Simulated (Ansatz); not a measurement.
Where the default PAW files enter, the runs use the earlier of Ansatz's two default sets.

Input:

```
KCl
1.0
    4.44328     0.00000     0.00000
    0.00000     4.44328     0.00000
    2.22164    -2.22164     3.14187
K Cl
1 1
Direct
  0.00000   0.00000   0.00000
  0.50000   0.50000   0.00000
```

Space group of this cell: Fm-3m, rock salt. The cell is taken as given.

Transport runs along the normal of the first two printed cell vectors, the (001) plane of the conventional cell.

The gap is the functional's own, uncorrected, and κ follows it; spin-orbit coupling is left out. Mid-gap values are interpolated between the computed energies.

Q: State the band gap and the smallest decay constant κ at mid-gap according to r2SCAN (Ansatz, a first-principles code).

A: Gap 5.84 eV on a 10×10×10 mesh; κ = 0.403 1/Å, at the zone centre.
